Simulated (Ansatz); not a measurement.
**A computed series for ZnO: pressure series**

The parent structure is ZnO in the wurtzite structure (space group P6_3mc, No. 186; a = 3.280 Å, c = 5.294 Å).

Cell and atoms are relaxed at each pressure.

Computed with PBE/PAW in Ansatz (an electronic-structure program), scalar-relativistic without spin-orbit coupling, earlier PAW set.

```csv
pressure (GPa),band gap (eV)
-2,0.72
-1,0.73
0,0.74
0.3,0.74
0.7,0.75
1.5,0.76
3,?
5,0.79
10,0.84
```

Task: Fit E_g = E₀ + αP + βP² to the rows shown and predict the withheld row.

Result: Least squares on the printed values gives E₀ = 0.74 eV, α = 10.5 meV/GPa, β = -0.057 meV/GPa² (largest residual 0.00 eV); this predicts 0.77 eV, and the run gives 0.77 eV, in agreement.

Load acts through the strain it causes; cell and atoms are relaxed under it. No phonon test of stability was made. Measured, ZnO leaves this structure (for rock salt) near 9.1 GPa (temperature not stated; as listed in Datta, Sujoy, Jana, Debnarayan, arXiv (2020)), on rising pressure, with hysteresis.
